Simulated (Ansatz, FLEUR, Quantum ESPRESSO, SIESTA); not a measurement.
LaSi2Ir2 (I4/mmm, 5 atoms in the cell) computed with different codes at matched settings

Self-consistent single point, at a second geometry (lattice scaled by 0.98). First geometry:

```xyz
5
Lattice="-2.0649 2.0649 5.1736 2.0649 -2.0649 5.1736 2.0649 2.0649 -5.1736" Properties=species:S:1:pos:R:3 pbc="T T T"
La     0.0000     0.0000     0.0000
Si     0.0000     0.0000     6.5088
Si     0.0000     0.0000     3.8384
Ir     2.0649     0.0000     2.5868
Ir     0.0000     2.0649     2.5868
```

Shared settings, as Ansatz (a first-principles code) writes them: kpoints.mp_grid.grid = 9 9 9; scf.occupations.method = gaussian; scf.occupations.width = 0.02 Ry. Potentials and cutoffs stand in the table.

```
code                                                                                                                                      model  ΔF from the first geometry (meV/atom)  pressure (GPa)  largest force (eV/Å)           cutoff
----------------  -----------------------------------------------------------------------------------------------------------------------------  -------------------------------------  --------------  --------------------  ---------------
Ansatz                                                                                                          PBEsol, PAW files made with PBE                                   15.0            8.68                 0.866          30.9 Ry
FLEUR                                                                           PBEsol, all-electron FLAPW (FLEUR), scalar-relativistic valence                                      –               –                 0.930  Kmax 3.9 1/bohr
Quantum ESPRESSO                                                                           PBEsol, GBRV 1.5 ultrasoft (PBESOL) pseudopotentials                                   15.9            8.44                 0.883            40 Ry
SIESTA            GGA PBEsol, numerical atomic orbitals DZP, PseudoDojo PBEsol standard norm-conserving potentials (rewritten from UPF to PSML)                                   19.2            9.81                 0.937      grid 300 Ry
```

A dash marks a value that a program does not give, or that is left out as unsure.

On Ansatz's run: spin-orbit coupling is off. Spin polarisation is off.

The spread over the programs that give each value: ΔF from the first geometry within 4.2 meV/atom; pressure within 1.37 GPa; largest force within 0.071 eV/Å.

SIESTA uses small atom-centred bases, whose incompleteness enters pressures, forces and empty levels differently from a plane-wave cutoff. FLEUR treats all electrons, but the usual bases taken here (sphere radii, linearisation, local orbitals, empty states) were not tested for convergence, so the values are no reference for the others. Ansatz's pressure is given at a fixed set of plane waves, as the other plane-wave codes print theirs; with its correction for the finite basis it is 8.71 GPa. In the pressure, SIESTA (by 1.25) lies more than 1 GPa from the median of the plane-wave programs.

The starting cell comes from a database of computed structures (which also holds hypothetical and non-ambient phases and stackings), without a prior relaxation at this level. For this run, on top of that: lattice scaled by 0.98.

Left out of this page: Elk (not drawn, or without a comparable value).

Keys are those of Ansatz 0.2.
